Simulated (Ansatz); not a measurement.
# A constructed model of the (110) surface of bcc W, a cell of two sites (a+b, b-a) surface alloy, Zn on one W site of the top plane (bottom of the slab: a bare face, its two planes held)

Method: PBE (plane waves to 420 eV, PAW; Ansatz, a quantum-chemistry and plane-wave program).

Model: 12-atom slab, 11.1 Å thick at the start with caps and adatoms (thin: gaps and levels are the slab's own), 12x8x1 mesh, Fermi-Dirac 0.1 eV, dipole correction, 4 atoms held, the rest relaxed; start symmetry kept, larger cells not searched; no spin, no spin-orbit, no U. It is one candidate, not shown to be the stable structure of the face.

```json
{
  "work_function_of_the_top_face": "4.49 eV",
  "energy_released_by_relaxation": "0.16 eV",
  "cost": "very roughly 16 core-minutes"
}
```
